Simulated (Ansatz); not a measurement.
Functionals compared on a constructed model of the (111) surface of fcc Pd, a pseudomorphic layer of Ag in the host's stacking (bottom of the slab: a bare face, its two planes held), in Ansatz (plane waves, PAW). The structure was relaxed with PBE; the other rows are single points on it. Cutoff 420 eV (500 eV for r2SCAN).

Set-up: 7 atoms, 13.9 Å thick at the start; mesh 15x15x1; 0.1 eV smearing; dipole correction on; 2 atoms held, the rest relaxed; start symmetry kept, larger cells not searched; no spin, no spin-orbit, no U. In PBE it is, or lies within 0.01 eV a 1x1 cell of, the lowest of the 2 structures of its composition computed so far; larger cells were not tried. These notes are the PBE run's.

```csv
functional,work function of the top face (eV),rough cost of the single point
PBE,4.60,–
RPBE,4.40,roughly 40 core-seconds
r2SCAN,(withheld),roughly 90 core-seconds
```

### Question
Some entries are withheld; supply them.

### Answer

- r2SCAN, work function of the top face (eV): 4.56

Ansatz is an electronic-structure program.
